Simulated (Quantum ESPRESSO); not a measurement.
Quantum ESPRESSO run on YZn5 (P6/mmm, 6 atoms in the cell): self-consistent single point.

Level of theory: LDA (PZ), PSlibrary PAW (LDA) pseudopotentials (plane waves; Quantum ESPRESSO).

The change in words: lattice scaled by 0.98. Reference geometry:
```xyz
6
Lattice="5.3337 0.0000 0.0000 -2.6669 4.6192 0.0000 0.0000 0.0000 4.2427" Properties=species:S:1:pos:R:3 pbc="T T T"
Y      0.0000     0.0000     0.0000
Zn    -1.3334     2.3096     2.1213
Zn     2.6669     0.0000     2.1213
Zn     1.3334     2.3096     2.1213
Zn     0.0000     3.0794     0.0000
Zn     2.6669     1.5397     0.0000
```

Reference input (self-consistent single point, DFT, LDA (PZ), plane waves, PSlibrary PAW (LDA) pseudopotentials): ecutwfc = 50 Ry; ecutrho = 350 Ry; occupations = smearing; smearing = fd; degauss = 0.0099958 Ry; potentials = {Y: Y.pz-spn-kjpaw_psl.1.0.0.UPF, Zn: Zn.pz-dn-kjpaw_psl.1.0.0.UPF}; K_POINTS = automatic 6 6 6 0 0 0; conv_thr = 1e-10 Ry; mixing_beta = 0.7. This run's input differs from it in these lines:

```diff
@@ -26,5 +26,5 @@
 CELL_PARAMETERS angstrom
-   5.3337366506     0.0000000000     0.0000000000
-  -2.6668683253     4.6191514365     0.0000000000
-   0.0000000000     0.0000000000     4.2426790000
+   5.2270618007     0.0000000000     0.0000000000
+  -2.6135309003     4.5267683066     0.0000000000
+   0.0000000000     0.0000000000     4.1578250000
 ATOMIC_POSITIONS crystal
```

Output, abridged:

```
     Self-consistent Calculation

     iteration #  1     ecut=    50.00 Ry     beta= 0.70

     Threshold (ethr) on eigenvalues was too large:
     Diagonalizing with lowered threshold

     total energy              =   -1466.94338496 Ry
     estimated scf accuracy    <       0.04444528 Ry

     iteration #  2     ecut=    50.00 Ry     beta= 0.70

     total energy              =   -1466.94826808 Ry
     estimated scf accuracy    <       0.04357603 Ry

     iteration #  3     ecut=    50.00 Ry     beta= 0.70

     total energy              =   -1466.95885651 Ry
     estimated scf accuracy    <       0.00294119 Ry

   [... 5 blocks of this kind left out ...]

     iteration #  9     ecut=    50.00 Ry     beta= 0.70

     total energy              =   -1466.95968047 Ry
     estimated scf accuracy    <          6.7E-10 Ry

     iteration # 10     ecut=    50.00 Ry     beta= 0.70
     End of self-consistent calculation

     the Fermi energy is    11.4861 ev

!    total energy              =   -1466.95968047 Ry
     estimated scf accuracy    <          6.9E-11 Ry
     smearing contrib. (-TS)   =      -0.00903893 Ry
     internal energy E=F+TS    =   -1466.95064154 Ry

     convergence has been achieved in  10 iterations

     Forces acting on atoms (cartesian axes, Ry/au):

     atom    1 type  1   force =    -0.00000000    0.00000000    0.00000000
   [... zero for the other atoms too ...]

     Total force =     0.000000     Total SCF correction =     0.000000

          total   stress  (Ry/bohr**3)                   (kbar)     P=      -63.47
  -0.00041253   0.00000000  -0.00000000          -60.69        0.00       -0.00
   0.00000000  -0.00041253  -0.00000000            0.00      -60.69       -0.00
   0.00000000   0.00000000  -0.00046938            0.00        0.00      -69.05

   JOB DONE.
```

The run converged in 10 iterations. Against the reference run the free energy goes down by 44.9 meV/atom and the pressure goes from -10.44 to -6.35 GPa.

The starting cell comes from a database of computed structures (which also holds hypothetical and non-ambient phases and stackings), without a prior relaxation at this level. Its lattice was rescaled by a random factor within 2.5 % of one. For this run, on top of that: lattice scaled by 0.98. With a pressure of about -6 GPa the cell is away from its equilibrium volume at this level.

Cost on one core of a shared machine: roughly 2 min.
